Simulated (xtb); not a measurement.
xtb 6.7.1, GFN2-xTB: Pd(Cl)(MeCN)2 (CC#[N]->[Pd]([Cl])<-[N]#CC), charge 0, multiplicity 2, 14 atoms. The geometry is a generated start, not checked to be a minimum at this level.

```
Quantity                  Result
-----------------  -------------
run flags                 --grad
method                  GFN2-xTB
--acc                1 (default)
--etemp (K)        300 (default)
basis functions               50
valence electrons             49
```

```xyz
14

Pd     1.2546    -0.1182    -0.4265
Cl     2.3143     0.6329    -2.2065
C      0.3407    -2.2381     3.5035
C      0.5865    -1.5605     2.2663
N      0.7897    -1.0098     1.2754
H      0.5839    -1.5782     4.3363
H      0.9612    -3.1326     3.5611
H     -0.7091    -2.5232     3.5641
C     -1.0972     2.1815    -3.0507
C     -0.8840     1.4153    -1.8624
N     -0.7132     0.8005    -0.9017
H     -0.2453     2.0324    -3.7154
H     -1.1719     3.2377    -2.7943
H     -2.0102     1.8602    -3.5491
```

Charge 0 and multiplicity 2 are set for this test and not shown to be the ground state. GFN-xTB has no spin term: --uhf 1 sets the occupations alone.

One run each on 1 thread. Values of broydamp tried: 0.02, 0.05, 0.1, 0.2, 0.4 (default), 0.6, 0.8, 1.

Question: How does the count of SCC iterations change with broydamp, and where is it least?

Answer: Fewest SCC iterations, within one of each other: 0.4 (default) with 15, 0.6 with 15. The count rises to 29 at 0.02. All converge to one solution.

| broydamp | SCC iterations | end |
|---|---|---|
| 0.02 | 29 | same solution |
| 0.05 | 25 | same solution |
| 0.1 | 21 | same solution |
| 0.2 | 17 | same solution |
| 0.4 (default) | 15 | same solution |
| 0.6 | 15 | same solution |
| 0.8 | 19 | same solution |
| 1 | 21 | same solution |
